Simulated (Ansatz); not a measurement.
## ScGeCN (model structure, started from the AlSiCN type, P3m1, No. 156, 4 atoms in the cell)

Level of theory: PBEsol (plane waves, PAW; Ansatz, a first-principles code).

Run with plane-wave cutoff 520 eV, 12×12×6 k mesh (along the axes of the cell as run), Fermi–Dirac smearing 0.01 eV, scalar-relativistic PAW data made under PBE.

Cell (relaxed at this level):

```cif
data_CGeNSc
_chemical_formula_sum 'Sc1 Ge1 C1 N1'
_space_group_name_H-M_alt 'P 1'
_space_group_IT_number 1
_cell_length_a 3.37867
_cell_length_b 3.37867
_cell_length_c 5.28916
_cell_angle_alpha 90.000
_cell_angle_beta 90.000
_cell_angle_gamma 120.000
loop_
_space_group_symop_operation_xyz
  'x, y, z'
loop_
_atom_site_label
_atom_site_type_symbol
_atom_site_fract_x
_atom_site_fract_y
_atom_site_fract_z
_atom_site_occupancy
Sc1 Sc 0.33333 0.66667 0.52616 1
Ge1 Ge 0.66667 0.33333 0.99924 1
C1 C 0.33333 0.66667 0.09269 1
N1 N 0.66667 0.33333 0.63190 1
```

```
Quantity                              Result
---------------  ---------------------------
band gap         2.19 eV (on the SCF k mesh)
direct gap at Γ                      2.61 eV
bulk modulus                         148 GPa
```

Note: the bulk modulus is −V dP/dV from two relaxed cells at ±2 % in volume; the relaxation could raise the start's symmetry but not lower it, so the cell can be a saddle point.

Spin–orbit coupling is not included.

The computed numbers hold no vibrational or temperature effects.

It cost roughly 2.7 core-minutes of CPU time.

A model structure was made by putting elements into a prototype or built by hand; it is no filed structure, need not be a known phase, and can be a saddle point held by its symmetry.
